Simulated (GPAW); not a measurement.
## Relaxation of cell and atoms of Ni (Fm-3m, 1 atom in the cell) at several settings

```
CELL_PARAMETERS angstrom
      0.00000     1.73758     1.73758
      1.73758     0.00000     1.73758
      1.73758     1.73758     0.00000
ATOMIC_POSITIONS crystal
  Ni 0.00000 0.00000 0.00000
```
Moments meant for the start (each program seeds them in its own way; μB, in the order of the atoms Ni): 2.0.

Base: GPAW with PBEsol, GPAW PAW datasets PBEsol (made by gpaw-setup). Its settings: spinpol = true; mode = pw; ecut = 850 eV; xc = PBEsol; kpts = 11 11 11; mesh shift (steps) = 0 0 0; occupations.name = methfessel-paxton; occupations.width = 0.1 eV; occupations.order = 0; nbands = -9; convergence.forces = 0.001 eV/Å; symmetry.symmorphic = false; symmetry.tolerance = 0.0005; maxiter = 120. Starting volume 10.49 Å³ per atom.

Each line gives the change from the base single point and the result:

- convergence.density: default → 1e-05 e/electron; optimizer: default → BFGS; fmax: default → 0.02 eV/Å; scalar_pressure: default → 10 GPa: pressure 10.15 GPa; final cell a = 2.426 Å, b = 2.426 Å, c = 2.426 Å, α = 60.00°, β = 60.00°, γ = 60.00°; final volume per atom 10.10 Å³; relaxation steps 2; free energy against the base single point 12.3 meV/atom.
- ecut: 850 eV → 510 eV; convergence.density: default → 1e-05 e/electron; optimizer: default → BFGS; fmax: default → 0.02 eV/Å: final cell a = b = c = 2.457 Å, α = β = γ = 60.00°; final volume per atom 10.49 Å³; relaxation steps 0; free energy against the base single point 3.7 meV/atom.
- ecut: 850 eV → 1190 eV; convergence.density: default → 1e-05 e/electron; optimizer: default → BFGS; fmax: default → 0.02 eV/Å: pressure 0.28 GPa; final cell a = b = c = 2.457 Å, α = β = γ = 60.00°; final volume per atom 10.49 Å³; relaxation steps 0; free energy against the base single point 0.0 meV/atom.

The starting cell comes from a database of computed structures (which also holds hypothetical and non-ambient phases and stackings), without a prior relaxation at this level. With one magnetic atom in the cell only a parallel order is possible.
